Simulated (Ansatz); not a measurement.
# What isotropic strain +1.50 % does to InSb

The parent structure is InSb in the zinc blende structure (space group F-43m, No. 216; a = 6.635 Å).

Modification: the cell is scaled by 1.0150 in all directions, atoms relaxed at fixed cell.

Level of theory: PBE in Ansatz (plane waves to 420 eV, PAW, no SOC). Settings: 12×12×12 k-points, 0.05 eV Fermi–Dirac smearing.

```tsv
quantity	base	changed	shift
volume per atom	36.51 Å³	38.18 Å³	+1.67 Å³
space group	F-43m (No. 216)	F-43m (No. 216)	–
shortest interatomic distance	2.873 Å	2.916 Å	+0.043 Å
energy relative to the base (free energy F)	0 meV/atom	+8.0 meV/atom	+8.0 meV/atom
band gap	zero	zero	–
```

Final structure:

```
CELL_PARAMETERS angstrom
      0.00000     3.36733     3.36733
      3.36733     0.00000     3.36733
      3.36733     3.36733     0.00000
ATOMIC_POSITIONS crystal
  In 0.00000 0.00000 0.00000
  Sb 0.25000 0.25000 0.25000
```

Spin-orbit coupling, missing from the scalar runs, can matter with Sb. Stability against distortions was not tested. All final runs are without spin polarisation. The zero or small gap of InSb can change with the level of theory.

Ansatz is an electronic-structure program.
